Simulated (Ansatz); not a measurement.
Ansatz (a first-principles code), DFT, HSE06, plane waves, its default PAW files, spin-polarised: rock-salt NiO (type II order), antiferromagnetic, 4 atoms, spin-polarised from an antiferromagnetic start (±2 μB on Ni). Basis and mesh were picked for this test and aren't claimed converged.

Ansatz 0.2 input:
```yaml
crystal:
  lattice:
    - [4.177, 2.0885, 2.0885]
    - [2.0885, 4.177, 2.0885]
    - [2.0885, 2.0885, 4.177]
  atoms:
    - { symbol: Ni, position: [0.0, 0.0, 0.0], spin: 2.0 }
    - { symbol: Ni, position: [0.5, 0.5, 0.5], spin: -2.0 }
    - { symbol: O, position: [0.25, 0.25, 0.25] }
    - { symbol: O, position: [0.75, 0.75, 0.75] }
kpoints:
  mp_grid: { grid: [4, 4, 4] }
hamiltonian:
  xc: hse06
  pseudopotentials: { kind: paw }
scf:
  occupations: { method: gaussian, width: 0.05 }
  exx: { build: pair_densities, ecutfock_ratio: 4 }
output:
  forces: true
magnetization:
  spin_polarized: true
```

```bash
OMP_NUM_THREADS=88 ANSATZ_TIMINGS=1 ansatz run --backend cpu --threads 88 --max-ram 200GiB --events-out run.ndjson --runs-dir run.runs --progress --plain run.yaml
```

The program reports k-points after symmetry: 13, bands at the start: 32, electrons: 48, plane waves at Γ: 683, cutoff (eV): 420, FFT grid: 20×20×36, symmetry operations: 12.

Machine: one whole node, Arm Neoverse V2, 96 cores on 1 socket, no SMT, 1 L3 cache group.

On 88 threads this takes 27 s. Wall times, medians of two to five repeats, each run alone on the node (launch to exit). Unless noted, each process is bound to its own block of adjacent cores. Build: release build for Arm (Neoverse V2), one process with threads. Other compilers and libraries give other times. Scratch files lie in a memory file system.

Q: Speed this job up; the result has to stay within 1.0 meV/atom in energy, 0.020 μB/atom in magnetization, 0.020 μB/atom in absolute magnetization. Keep to 88 cores.

A: One answer among several that fit: going from scf.exx.build = pair_densities, scf.exx.ecutfock_ratio = 4, scf.exx.warmup_dr2_ratio = not set to scf.exx.build = auto (default), scf.exx.ecutfock_ratio = not set, scf.exx.warmup_dr2_ratio = 0.1, one of the fastest among the values tried that keep the result.

```diff
-  exx: { build: pair_densities, ecutfock_ratio: 4 }
+  exx: { warmup_dr2_ratio: 0.1 }
```

Time: 27 s to 3.2 s (8.7× as fast). The largest move is in building exact exchange (ace_build): 16 s to 0.56 s. The exchange builds carry the change: 8 full builds at 2 s each (pair densities) against 8 at 0.07 s (convolution over the k mesh). Applications of H to a band go from 84257 to 84292. These two results differ by: energy equal as printed, magnetization equal as printed, absolute magnetization under 0.001 μB/atom. Others tried: scf.exx.warmup_dr2_ratio = not set, scf.exx.energy_threshold = 0.001 eV, scf.exx.build = auto (default), scf.exx.ecutfock_ratio = not set (3.2 s); scf.exx.warmup_dr2_ratio = not set, scf.exx.build = auto_tight, scf.exx.ecutfock_ratio = not set (3.2 s); scf.exx.warmup_dr2_ratio = not set, scf.exx.build = auto (default), scf.exx.ecutfock_ratio = not set (3.2 s); scf.exx.warmup_dr2_ratio = not set, scf.exx.energy_threshold = 1e-07 eV, scf.exx.build = auto (default), scf.exx.ecutfock_ratio = not set (3.2 s); scf.exx.warmup_dr2_ratio = not set, scf.exx.build = pair_densities, scf.exx.ecutfock_ratio = not set (27 s).
